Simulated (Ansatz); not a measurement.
System: cubic perovskite CsCaF₃. Method: BLYP (plane waves, PAW; Ansatz, a program for electronic structure).

Run with plane-wave cutoff 520 eV, 8×8×8 k mesh, Fermi–Dirac smearing 0.01 eV, scalar-relativistic PAW data made under PBE.

Energies at three volumes about the minimum:

```
V (Å³/atom)  E − E_lowest (meV/atom)
-----------  -----------------------
19.377                          1.15
19.772                          0.00
20.168                          1.05
```

Fit a parabola by hand: where is the minimum, what lattice constant follows, and what is the bulk modulus?

Slopes: (0.00 − 1.15)/(19.772 − 19.377) = -2.911 and (1.05 − 0.00)/(20.168 − 19.772) = 2.652 meV/Å³. Curvature E″ = 2 × (2.652 − (-2.911))/(20.168 − 19.377) = 14.066 meV/Å⁶. From the middle of the first interval, the slope vanishes at V0 = 19.5745 − (-2.911)/14.066 = 19.781 Å³/atom. B = V0 E″ = 19.781 × 14.066 meV/Å³ × 0.1602 GPa per meV/Å³ = 44.6 GPa. With 5 atoms in the cube, a = (5 × 19.781)^(1/3) = 4.625 Å. The full Birch–Murnaghan fit to all volumes gives V0 = 19.774 Å³/atom and B0 = 44.6 GPa.

Measured, for comparison: bulk modulus 50.9 GPa (room temperature, no zero-point or thermal correction; as tabulated in Vaitheeswaran et al. (2016), arXiv:1609.00541). Computed (rounded) less measured: bulk modulus -12 %.

Note: the relaxation could not lower the start's symmetry, so the cell can be a saddle point above a distorted one.
